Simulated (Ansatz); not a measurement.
The reference is InAs in the zinc blende structure (space group F-43m, No. 216).

```xyz
2
Lattice="0.0000 3.0547 3.0547 3.0547 0.0000 3.0547 3.0547 3.0547 0.0000" Properties=species:S:1:pos:R:3 pbc="T T T"
As     1.5273     1.5273     1.5273
In     0.0000     0.0000     0.0000
```

Level of theory: Ansatz (a quantum-chemistry and plane-wave program), r2SCAN, PAW, cutoff 500 eV, no SOC.

Base values:

* **Volume per atom**: 28.50 Å³

The change: cell and atoms relaxed at a pressure of 0.9 GPa.

Task: What does the calculation give for the volume per atom after the change?

Result: The volume per atom shrinks by 0.42 Å³ (28.50 Å³ → 28.08 Å³).

Load acts through the strain it causes; cell and atoms are relaxed under it. Whether these cells are dynamically stable was not tested.
